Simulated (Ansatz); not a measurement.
**CrCl3: pressure 1.5 GPa**

Start from CrCl₃ (space group R-3, No. 148; a = 5.960 Å, c = 17.238 Å (hexagonal axes); ferromagnetic; a cell from a computed database, its experimental status unchecked; layered, stacked along the Cartesian z axis).

It is then changed as follows: cell and atoms relaxed at a pressure of 1.5 GPa.

Level of theory: Ansatz (a first-principles code) r2SCAN+rVV10, no SOC. k-mesh 7×7×7 (Γ-centred); smearing 0.05 eV (Fermi–Dirac).

* **Density**: 3.15 g/cm³ (base 2.98 g/cm³)
* **c/a ratio**: 2.826 (base 2.892)
* **Shortest interatomic distance**: 4.410 bohr (base 4.431 bohr)
* **Enthalpy H = E + PV relative to the base's energy**: +0.20 eV/atom
* **Band gap**: 2.42 eV (base 2.43 eV)
* **Gap character**: indirect, L → k = (0.143, -0.429, 0.429) in the run's primitive reciprocal basis (base indirect, L → k = (0.143, -0.429, 0.429) in the run's primitive reciprocal basis)
* **Smallest direct gap**: 2.49 eV (base 2.50 eV)
* **Mean gap deformation potential ΔEg/Δln V**: +0.2 eV
* **Magnetic state**: ferromagnetic (base ferromagnetic)
* **Largest site moment**: 2.69 μB (base 2.70 μB)

Final structure:

```
CELL_PARAMETERS angstrom
      2.94730     1.70162     5.55209
     -2.94730     1.70162     5.55209
      0.00000    -3.40325     5.55209
ATOMIC_POSITIONS crystal
  Cr 0.66641 0.66641 0.66641
  Cr 0.33359 0.33359 0.33359
  Cl 0.57054 0.92124 0.26887
  Cl 0.42946 0.07876 0.73113
  Cl 0.92124 0.26887 0.57054
  Cl 0.07876 0.73113 0.42946
  Cl 0.26887 0.57054 0.92124
  Cl 0.73113 0.42946 0.07876
```

Load acts through the strain it causes; cell and atoms are relaxed under it. Whether these cells are dynamically stable was not tested. No Hubbard U is applied and the magnetic state is the run's own (CrCl3 ferromagnetic); other magnetic orders, which need larger cells, were not tried and can change the gap.
